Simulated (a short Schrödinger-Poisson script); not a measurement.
MOS inversion layer, HfO2 on p-type GaAs

System: MOS inversion layer, HfO2 on p-type GaAs, at 400 K.

```tsv
layer	material	thickness (nm)	Na (cm⁻³)
1	HfO2	9	-
2	GaAs	850	3.4e17
```

The device is made up for the run: typed textbook-type constants, with dimensions and the other settings drawn at random. HfO2: permittivity 22, conduction-band edge (eV) 1.57, gap (eV) 5.7, electron mass (mₑ) 0.2. GaAs: permittivity 12.9, conduction-band edge (eV) 0, gap (eV) 1.424, Nv at 300 K (cm⁻³) 9e18.

Channel valleys (confinement mass, in-plane density-of-states mass, number): Γ 0.067, 0.067, 1. At the gate the conduction-band edge of layer 1 lies 1.6 eV − eVg above the Fermi level of the channel; the field vanishes at the back. Gaps are held at their typed values at every temperature. Mesh 0.03 nm at interfaces.

Solved with a short Schrödinger-Poisson script written for these runs: 1D Poisson equation in equilibrium, electrons quantum, Hartree plus LDA exchange-correlation (BenDaniel-Duke, 12 states a valley, the channel's in-plane mass for all, wave functions ending at the dielectric), parabolic valleys, classical holes, full ionisation, no traps, pinning or gate leakage.

| Vg (V) | electrons (cm⁻²) | C (μF/cm²) | Γ E0 (meV) | Γ E1 (meV) |
|---|---|---|---|---|
| -0.1 | 1.05e6 | 0.165 | 474.2 | 604.9 |
| -0.05 | 3.67e6 | 0.162 | 430.9 | 564.1 |
| 0 | 1.29e7 | 0.159 | 387.4 | 522.9 |
| 0.05 | 4.59e7 | 0.156 | 343.7 | 481.5 |
| 0.1 | 1.64e8 | 0.153 | 299.8 | 439.9 |
| 0.15 | 5.91e8 | 0.152 | 255.6 | 398.0 |
| 0.2 | 2.14e9 | 0.155 | 211.1 | 355.8 |
| 0.25 | 7.74e9 | 0.173 | 166.7 | 313.8 |
| 0.3 | 2.71e10 | 0.237 | 123.1 | 272.7 |
| 0.35 | 8.47e10 | 0.393 | 82.8 | 235.1 |
| 0.4 | 2.11e11 | 0.610 | 49.1 | 204.4 |
| 0.45 | 4.09e11 | 0.790 | 22.6 | 180.9 |
| 0.5 | 6.59e11 | 0.908 | 1.3 | 162.8 |
| 0.55 | 9.42e11 | 0.982 | -16.6 | 147.9 |
| 0.6 | 1.25e12 | 1.03 | -32.5 | 135.0 |
| 0.65 | 1.56e12 | 1.06 | -47.1 | 123.4 |
| 0.7 | 1.89e12 | 1.09 | -60.9 | 112.6 |
| 0.75 | 2.23e12 | 1.11 | -74.0 | 102.4 |
| 0.8 | 2.57e12 | 1.12 | -86.8 | 92.5 |
| 0.85 | 2.91e12 | 1.14 | -99.2 | 83.1 |
| 0.9 | 3.26e12 | 1.15 | -111.3 | 73.8 |

Subbands count from the Fermi level.

Above a few 1e12 electrons/cm² a light Γ valley is non-parabolic and upper valleys begin to fill, which the model leaves out.
